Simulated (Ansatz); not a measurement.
We consider Bi2SiO5 (Cmc2₁, No. 36, 16 atoms in the cell; start mp-28144), described by LDA (PAW; Ansatz, an electronic-structure program).

Numerical settings: plane-wave cutoff 520 eV, 8×8×6 k mesh (along the axes of the cell as run), Fermi–Dirac smearing 0.01 eV, scalar-relativistic PAW data made under PBE.

Cell (relaxed with PBEsol):

```cif
data_Bi4O10Si2
_chemical_formula_sum 'Si2 Bi4 O10'
_space_group_name_H-M_alt 'P 1'
_space_group_IT_number 1
_cell_length_a 8.06511
_cell_length_b 8.06511
_cell_length_c 5.32667
_cell_angle_alpha 90.000
_cell_angle_beta 90.000
_cell_angle_gamma 39.726
loop_
_space_group_symop_operation_xyz
  'x, y, z'
loop_
_atom_site_label
_atom_site_type_symbol
_atom_site_fract_x
_atom_site_fract_y
_atom_site_fract_z
_atom_site_occupancy
Si1 Si 0.67886 0.32114 0.80035 1
Si2 Si 0.32114 0.67886 0.30035 1
Bi1 Bi 0.61370 0.05555 0.24488 1
Bi2 Bi 0.38630 0.94445 0.74488 1
Bi3 Bi 0.94445 0.38630 0.24488 1
Bi4 Bi 0.05555 0.61370 0.74488 1
O1 O 0.25968 0.24126 0.01521 1
O2 O 0.74032 0.75874 0.51521 1
O3 O 0.75874 0.74032 0.01521 1
O4 O 0.24126 0.25968 0.51521 1
O5 O 0.73422 0.08196 0.82452 1
O6 O 0.26578 0.91804 0.32452 1
O7 O 0.91804 0.26578 0.82452 1
O8 O 0.08196 0.73422 0.32452 1
O9 O 0.46944 0.53056 0.02840 1
O10 O 0.53056 0.46944 0.52840 1
```

Question: Predict the band gap and smallest direct gap on the k points sampled.

Answer: 
- band gap = 2.65 eV
- smallest direct gap on the k points sampled = 2.71 eV

Note: cell and atoms aren't relaxed at this level (largest force component 0.21 eV/Å, pressure -4.2 GPa).

Spin–orbit coupling is not included; with these elements it can move the gap by several tenths of an eV or more.

Computed values are for the static lattice.

A start named mp-… is a Materials Project structure, which need not be a measured phase.
